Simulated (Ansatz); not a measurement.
Reference: Ag (Fm-3m), PBEsol, rigid bands (plane waves, PAW, scalar-relativistic; Ansatz, a first-principles code); axes and stresses refer to this cell.

```xyz
1
Lattice="0.0000 2.0275 2.0275 2.0275 0.0000 2.0275 2.0275 2.0275 0.0000" Properties=species:S:1:pos:R:3 pbc="T T T"
Ag     0.0000     0.0000     0.0000
```

The root-mean-square Fermi velocity comes out as 14.3 ×10⁵ m/s and the resistivity times mean free path is 8.4 ×10⁻¹⁶ Ω·m². The density of states at the Fermi level per atom comes out as 0.26 states/eV.

Question: Change: spin-orbit coupling switched on. What happens to root-mean-square Fermi velocity, resistivity times mean free path, density of states at the Fermi level per atom?

Answer: root-mean-square Fermi velocity moves little, to 14.3 ×10⁵ m/s; resistivity times mean free path moves little, to 8.4 ×10⁻¹⁶ Ω·m²; density of states at the Fermi level per atom moves little, to 0.26 states/eV.

Metals at this level; values at 300 K, both spins, means over directions. As a rough test of the mesh, the Fermi surface's area from every second k point differs by up to 3 %. The product of resistivity and mean free path takes one path for all states. Spin-orbit coupling is left out unless a row names it.
